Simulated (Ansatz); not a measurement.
Take CaCl2 (space group Pnnm, No. 58) as the base.

```
CaCl2
1.0
    6.19680     0.00000     0.00000
    0.00000     6.42017     0.00000
    0.00000     0.00000     4.12545
Ca Cl
2 4
Direct
  0.50000   0.50000   0.50000
  0.00000   0.00000   0.00000
  0.77320   0.16734   0.50000
  0.22680   0.83266   0.50000
  0.27320   0.33266   0.00000
  0.72680   0.66734   0.00000
```

Level of theory: plane-wave PAW DFT at the PBEsol level (Ansatz, an electronic-structure program, 420 eV), spin-orbit coupling left out.

For the base:

The volume per atom comes out as 27.35 Å³ and the band gap comes out as 5.36 eV.

It is then changed as follows: cell and atoms relaxed at a pressure of 10 GPa.

Q: How does this affect the volume per atom and band gap?

A: The volume per atom decreases by 6.72 Å³, from 27.35 Å³ to 20.63 Å³; the band gap drops by 0.924 eV (5.36 eV → 4.43 eV).

Load acts through the strain it causes; cell and atoms are relaxed under it. Whether these cells are dynamically stable was not tested. No other phases were tried under pressure. Along this pressure series the structure jumps between pressure 5 GPa and pressure 7.5 GPa; cells beyond that are another form of it.
